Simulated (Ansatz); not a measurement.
**Response to strain in Y**

The reference is Y in the hcp (Mg type) structure (space group P6_3/mmc, No. 194; a = 3.652 Å, c = 5.703 Å; relaxed with 0.1 eV smearing). Axes: x lies along a and z along c of the hexagonal cell.

Strains are applied to the cell and any free atomic positions relax.

Calculations: Kohn–Sham DFT with the PBE functional, run in Ansatz (an electronic-structure program) with PAW and 420 eV plane waves, no spin-orbit coupling.

Notes on the quantities. energy relative to the base: free energy F.

| uniaxial strain ε_zz (%) | energy relative to the base (meV/atom) |
|---|---|
| -3 | 7.6 |
| -2.5 | 5.2 |
| -2 | 3.3 |
| -1.5 | ? |
| -1 | 0.8 |
| -0.5 | 0.2 |
| 0 | 0.0 |

**Question.** Fit ΔE = Aε² + Bε³ (ε in %) to the rows shown and predict the withheld row.

**Answer.** Least squares on the printed values gives A = 0.781 and B = -0.021 meV/atom (largest residual 0.0 meV/atom); this predicts 1.8 meV/atom, and the run gives 1.9 meV/atom, in agreement.

Whether these cells are dynamically stable was not tested. The final runs are not spin-polarised.
